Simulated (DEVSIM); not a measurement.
System: illuminated Si p-on-n cell, one wavelength, with a back-surface field, at 350 K.

Layer 1 from the left is Si, thickness (μm) 0.120, Na (cm⁻³) 1.4e19, τn (s) 2.4e-7, τp (s) 7.2e-7, absorption coefficient (cm⁻¹) 1800. Layer 2 from the left is Si, thickness (μm) 83.0, Nd (cm⁻³) 1.3e15, τn (s) 7.5e-7, τp (s) 7.5e-7, absorption coefficient (cm⁻¹) 1800. Layer 3 from the left is Si, thickness (μm) 0.510, Nd (cm⁻³) 2.1e18, τn (s) 7.5e-7, τp (s) 7.5e-7, absorption coefficient (cm⁻¹) 1800.

Left contact: ohmic, minority electron recombination velocity 3e6 cm/s. Right contact: ohmic, minority hole recombination velocity 20 cm/s. Voltage is applied to the left contact. Recombination: SRH at mid-gap, radiative, Auger. Gap narrowing is on: ΔEg = 6.92 meV × (l + √(l² + 0.5)), l = ln(N/1.3e17 cm⁻³), shared equally by both band edges. Light enters at the left, 4.9e17 photons cm⁻² s⁻¹, one pass, no reflection. Mobility is constant in doping.

The device is made up for the run: typed textbook-type constants, with dimensions and the other settings drawn at random. Values at 300 K; Nc and Nv go as T^1.5, mobilities as T to minus their exponent, the gap by Varshni's rule with the affinity fixed.

Si: gap (eV) 1.124, affinity (eV) 4.05, permittivity 11.7, Nc (cm⁻³) 2.86e19, Nv (cm⁻³) 3.1e19, μn (cm²/Vs) 1417, μp (cm²/Vs) 470, T exponent of μn 2.3, T exponent of μp 2.2, B (cm³/s) 4.7e-15, Cn (cm⁶/s) 2.8e-31, Cp (cm⁶/s) 9.9e-32, Varshni α (eV/K) 0.000473, Varshni β (K) 636.

Model (solved in DEVSIM): 1D drift-diffusion, Boltzmann statistics, complete ionisation; no tunnelling, impact ionisation, image-force lowering or self-heating.

What does the simulation give for the share of generated pairs collected at short circuit, the dark forward voltage at 1 A/cm², the open-circuit voltage, the potential step across the device at zero bias?

share of generated pairs collected at short circuit 0.854; dark forward voltage at 1 A/cm² 0.526 V; open-circuit voltage 0.410 V; potential step across the device at zero bias 0.942 V.
